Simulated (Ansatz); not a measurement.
The parent structure is Li2Se in the anti-fluorite structure (space group Fm-3m, No. 225; a = 6.006 Å).

Calculations: Kohn–Sham DFT with the PBE functional, run in Ansatz (a first-principles code) with PAW and 420 eV plane waves, without spin-orbit coupling.

Base values:

| Quantity | Result |
|---|---|
| Hole mass | 0.36, 0.83, 0.83 mₑ (at Γ) |
| Gap character | indirect, Γ → X |

Now apply this change: cell and atoms relaxed at a pressure of 3 GPa.

How does this affect the mean gap deformation potential ΔEg/Δln V?

The mean gap deformation potential ΔEg/Δln V amounts to +0.9 eV.

What happens to the hole mass?

The hole mass (degenerate bands, along [100]) becomes 0.36, 0.76, 0.76 mₑ (at Γ) (base: 0.36, 0.83, 0.83 mₑ (at Γ)).

How does this affect the gap character?

The gap character stays indirect, Γ → X.

Load acts through the strain it causes; cell and atoms are relaxed under it. Effective masses come from finite differences of ±0.01 Å⁻¹. Whether these cells are dynamically stable was not tested.
